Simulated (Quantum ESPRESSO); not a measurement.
Pressure against volume in zinc-blende CdSe (space group 216) (Quantum ESPRESSO, PBE)

```
CdSe
1.0
    0.00000     3.01713     3.01713
    3.01713     0.00000     3.01713
    3.01713     3.01713     0.00000
Cd Se
1 1
Direct
  0.00000   0.00000   0.00000
  0.75000   0.75000   0.75000
```

Level of theory: PBE, PSlibrary PAW (PBE) pseudopotentials (plane waves; Quantum ESPRESSO 7.5). Settings: ecutwfc = 58 Ry; ecutrho = 696 Ry; occupations = smearing; smearing = fd; degauss = 0.000734986 Ry; potentials = {Cd: Cd.pbe-n-kjpaw_psl.1.0.0.UPF, Se: Se.pbe-n-kjpaw_psl.1.0.0.UPF}; K_POINTS = automatic 10 10 10 0 0 0; conv_thr = 1e-10 Ry. The cell above is the first row's. The rows scale it uniformly. In all rows fractional positions and the k mesh are held.

| V (Å^3/atom) | P (GPa) |
|---|---|
| 27.4651 | 4.45 |
| 28.0622 | 3.11 |
| 28.6593 | 1.91 |
| 29.2563 | 0.85 |
| 29.8534 | -0.10 |
| 30.4505 | -0.96 |
| 31.0476 | -1.71 |
| 31.6446 | -2.38 |
| 32.2417 | ? |

The 8 complete rows are fitted with a cubic, P against V. With u = V - 29.6, the rows have u = -2.1349, -1.5378, -0.9407, -0.3437, 0.2534, 0.8505, 1.4476, 2.0446. Least squares gives P = 0.284 - 1.5803·u + 0.15387·u² - 0.00913·u³. Residuals (row less fit): 0.002, -0.001, -0.004, 0.004, 0.007, -0.006, -0.001, 0.002; standard error 0.006 (degrees of freedom: 4). The fitted pressure is zero at V0 = 29.78, where dP/dV = -1.525, so B0 = -V0·dP/dV = 45.4 GPa.

**Question.** Predict the withheld P at V = 32.2417 from the fit, and compare with the calculation.

**Answer.** u = 2.6417, so P = 0.284 - 1.5803 × 2.6417 + 0.15387 × 2.6417² - 0.00913 × 2.6417³ = -2.985 GPa. The calculation gives -2.98 GPa, 0.005 GPa above the prediction (0.1 % of the range of P in the table). The row lies outside the fitted rows, so this is an extrapolation. From the scatter of the fitted rows alone, a prediction at this place has a standard error of 0.015 GPa, so the miss is 0.3 times that.

Carrying the step between the two nearest rows on in a straight line would have given -3.05, off by 0.07; series whose last step already gives the withheld value aren't shown. The reference cell has the volume at which an earlier scan in this program and functional put its minimum by a fit. This is one of two polymorphs. The runs keep the symmetry of the cell, so they don't test it for distortions. Cutoffs and mesh are single choices, not tested for convergence of this quantity. Series with a scatter that would blur these digits, or in which a gap closes, are not shown.
